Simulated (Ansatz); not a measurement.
Here is the system:

```
CELL_PARAMETERS angstrom
      0.00000     2.64204     2.75738
      2.64204     0.00000     2.75738
      2.64204     2.64204     0.00000
ATOMIC_POSITIONS crystal
  Zn 0.00000 0.00000 0.00000
  S  0.25000 0.25000 0.25000
```

All values below come from r2SCAN with spin-orbit coupling, rigid bands (plane waves, PAW; Ansatz, a program for electronic structure). Condition of this run: biaxial stress xx = yy = 2 GPa (compression positive) (the target of the relaxation). Cell: cell and atoms relaxed with r2SCAN, then loaded as said.

Q: Predict the hole conductivity mass (n e² τ/σ) at 300 K, by direction if it differs.

A: 0.65 (x), 0.65 (y), 0.79 (z) mₑ.

Q: What conductivity effective mass do dilute electrons have at 300 K?

A: 0.21 mₑ.

Q: And the band gap?

A: 2.70 eV at this level; semilocal functionals usually fall short of the measured gap.

Rigid bands, one relaxation time for all states, no polarons.
